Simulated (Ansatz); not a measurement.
We consider CsCl-type AuZn (cubic form, which distorts at low temperature), described by PBEsol in Ansatz (PAW).

The input as run:

Ansatz 0.2 input:
```yaml
crystal:
  lattice:
    - [-3.147, 0.0, 0.0]
    - [0.0, -3.147, 0.0]
    - [0.0, 0.0, -3.147]
  atoms:
    - { symbol: Zn, position: [0.5, 0.5, 0.5] }
    - { symbol: Au, position: [0.0, 0.0, 0.0] }
basis:
  ecutwfc: 520
  ecutrho_ratio: 4
  xc_grid: 2
kpoints:
  mp_grid: { grid: [18, 18, 18] }
hamiltonian:
  xc: pbesol
  dispersion: none
  pseudopotentials: { kind: paw }
scf:
  occupations: { method: fermi_dirac, width: 0.05 }
  convergence: { dr2_threshold: 0.0000000002 }
output:
  forces: true
  stress: true
  eigenvalues: true
```

Q: How many irreducible k-points, plane waves at Γ does the program set up, and what pressure does the run end with?

A: 220 irreducible k-points, 847 plane waves at Γ; P = -2.41 GPa, so the cell is stretched on average and its volume would shrink at this level.

From the output:

```
Crystal: 2 atoms, lattice volume = 31.167 Å³
Basis set: ecut = 520 eV, 847 PW (Γ), exchange–correlation on 48×48×48 points (8 copies of the dense FFT grid, shifted against one another)
Bands: 20, of which v1, the nominal top of the filled ones, is band 16 counted from 1 (15 counted from 0)
Symmetry: 48 space group operations
Space group: Pm-3m (ITA 221), of the structure as read, at distance tolerance 3.1e-5 Å
k-points: 220 of 5832
Functional: x = pbesol(κ = 0.804, μ = 0.12345679012345678), c = pbesol(β = 0.046)
SCF iter   1: F=—  HF=-16288.455264 eV  |F-HF|=—  |Δ(HF+E_count)|=         —  Δρ=4.65e-3  dr2=4.19e-3
SCF iter   2: F=—  HF=-16288.454814 eV  |F-HF|=—  |Δ(HF+E_count)|=   4.50e-4  Δρ=1.40e-3  dr2=4.69e-4
  ...
SCF iter   7: F=—  HF=-16288.454566 eV  |F-HF|=—  |Δ(HF+E_count)|=   1.77e-8  Δρ=2.40e-6  dr2=3.64e-10
SCF iter   8: F=-16288.454566 eV  HF=-16288.454566 eV  |F-HF|=1.09e-11  |Δ(HF+E_count)|=  7.82e-11  Δρ=2.27e-7  dr2=4.78e-12
SCF 1 converged in 8 iterations: F = -16288.454566 eV  dr2 = 4.78e-12
SCF converged after 8 iterations
Free energy (F): -16288.454566 eV
Internal energy: -16288.451160 eV  (E = F + TS)
E sigma→0 (E₀):  -16288.452863 eV
Fermi energy:    16.905529 eV
--- Forces (eV/Å), atoms counted from 1 ---
  atom   1  Zn    -0.00000000    -0.00000000    -0.00000000
  atom   2  Au     0.00000000     0.00000000     0.00000000
--- Stress (GPa, compression-positive) ---
       -2.406519      -0.000000       0.000000
       -0.000000      -2.406519       0.000000
        0.000000       0.000000      -2.406519
  P = ⅓ Tr σ = -2.4065 GPa (-24.065 kbar)
```

The PAW data were made under PBE.

Note: symmetry holds this phase in the static calculation, where it need not be a minimum. Note: cell and atoms aren't relaxed at this level (pressure -2.4 GPa).

Cost on a shared machine: very roughly 10 core-seconds.

Ansatz is a program for electronic structure.
